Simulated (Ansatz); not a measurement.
Relaxation of the outer planes of the (221) surface of fcc Pd in its 1x1 cell, outermost plane spacing 0.66 Å in the ideal cut.

Calculation: PBE (plane waves to 420 eV, PAW; Ansatz, a quantum-chemistry and plane-wave program).

Slab: 16 atoms, 9.9 Å thick at the start (thin: gaps and levels are the slab's own); k 13x5x1, smearing 0.1 eV, dipole-corrected; all atoms relaxed; held to the start's symmetry, so lower structures may exist; no spin, no spin-orbit, no U.

| plane | atoms | bulk spacing to the next (Å) | relaxed spacing (Å) | change (%) | rumpling (Å) |
|---|---|---|---|---|---|
| 1 | Pd | 0.657 | [?] | [?] | 0.00 |
| 2 | Pd | 0.657 | 0.606 | -7.9 | 0.00 |

Task: Complete the blanks.

Result: 
- 1, relaxed spacing (Å): 0.580
- 1, change (%): -11.8
